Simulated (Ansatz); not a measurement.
The starting structures come from a database of crystals and need not be the phases stable at ambient conditions.

Consider the following.

```xyz
14
Lattice="5.8154 0.0000 0.0000 -1.9385 5.4829 0.0000 1.9385 2.7414 4.7483" Properties=species:S:1:pos:R:3 pbc="T T T"
Hf    -0.4846     4.4548     0.5935
Hf     1.4539     5.1402     2.9677
Hf     2.4231     2.3987     1.7806
Hf     4.3616     7.1962     4.1548
Hf     5.3308     1.3707     1.1871
Hf     4.3616     4.1121     3.5612
N      4.1361     1.7371     3.0088
N      5.1053     6.1207     2.3741
N      2.1976     3.1078     4.1136
N      4.0689     2.7414     0.0000
N      0.2591     3.3793     2.3741
N      3.1668     0.3664     0.6347
N      1.1612     2.7414     0.0000
N      3.1668     4.4786     1.7395
```

Space group of this cell: I-43d. The cell is taken as given; by r2SCAN its mean pressure is -2.2 GPa.

The current runs along the normal of the first two printed vectors, the (110) plane. All runs by Ansatz (an electronic-structure program), plane waves and PAW, without spin-orbit coupling; the base is r2SCAN.

```json
[
 {"run": "base", "mean pressure (GPa)": "-2.2", "gap (eV)": "1.38", "mid-gap κ (1/Å)": "0.201"},
 {"run": "all lengths scaled by 0.98", "mean pressure (GPa)": "17.2", "gap (eV)": "?", "mid-gap κ (1/Å)": "?"},
 {"run": "all lengths scaled by 1.02", "mean pressure (GPa)": "-17.1", "gap (eV)": "1.42", "mid-gap κ (1/Å)": "0.199"},
 {"run": "lda in place of r2scan", "mean pressure (GPa)": "-12.9", "gap (eV)": "0.92", "mid-gap κ (1/Å)": "0.168"},
 {"run": "lengths across the current scaled by 0.98, ions clamped", "mean pressure (GPa)": "10.3", "gap (eV)": "?", "mid-gap κ (1/Å)": "?"},
 {"run": "lengths across the current scaled by 1.02, ions clamped", "mean pressure (GPa)": "-12.4", "gap (eV)": "?", "mid-gap κ (1/Å)": "?"},
 {"run": "lengths along the current scaled by 0.97, ions clamped", "mean pressure (GPa)": "7.2", "gap (eV)": "1.23", "mid-gap κ (1/Å)": "0.190"},
 {"run": "lengths along the current scaled by 1.03, ions clamped", "mean pressure (GPa)": "-9.9", "gap (eV)": "1.31", "mid-gap κ (1/Å)": "0.213"},
 {"run": "pbesol in place of r2scan", "mean pressure (GPa)": "-6.4", "gap (eV)": "0.95", "mid-gap κ (1/Å)": "0.168"}
]
```

**Question.** Some entries are withheld; supply them.

**Answer.** 
- all lengths scaled by 0.98, gap (eV): 1.32
- all lengths scaled by 0.98, mid-gap κ (1/Å): 0.200
- lengths across the current scaled by 0.98, ions clamped, gap (eV): 1.28
- lengths across the current scaled by 0.98, ions clamped, mid-gap κ (1/Å): 0.210
- lengths across the current scaled by 1.02, ions clamped, gap (eV): 1.33
- lengths across the current scaled by 1.02, ions clamped, mid-gap κ (1/Å): 0.195
